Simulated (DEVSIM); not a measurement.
Structure: W/SiO2/p-Si capacitor, at 300 K.

| layer (left to right) | material | thickness (nm) | Na (cm⁻³) |
|---|---|---|---|
| 1 | SiO2 | 6.00 | - |
| 2 | Si | 450 | 1.6e18 |

Metal gate on the left, work function 4.6 eV. Fixed charge at the semiconductor interface 0 cm⁻² (in units of +e); no interface traps.

The device is made up for the run: typed textbook-type constants, with dimensions and the other settings drawn at random. Values at 300 K.

| parameter | SiO2 | Si |
|---|---|---|
| gap (eV) | 9 | 1.124 |
| affinity (eV) | 0.9 | 4.05 |
| permittivity | 3.9 | 11.7 |
| Nc (cm⁻³) | - | 2.86e19 |
| Nv (cm⁻³) | - | 3.1e19 |

Model (solved in DEVSIM): 1D Poisson equation in equilibrium, Boltzmann statistics, complete ionisation; no quantum confinement or tunnelling. Metal contacts follow the ideal Schottky-Mott rule: no Fermi-level pinning, no interface dipoles.

The interface trap density was swept, all else fixed.

| interface trap density (cm^-2 eV^-1) | flat-band voltage (V) | minimum of the low-frequency capacitance (μF/cm²) |
|---|---|---|
| 0 | -0.50 | 0.242 |
| 1e10 | -0.50 | 0.242 |
| 1e11 | -0.52 | 0.247 |
| 3e11 | -0.56 | 0.256 |
| 1e12 | -0.69 | 0.286 |
| 2e12 | -0.89 | ? |

Question: Some entries are withheld; supply them.

Answer: 
- 2e12, minimum of the low-frequency capacitance (μF/cm²): 0.321
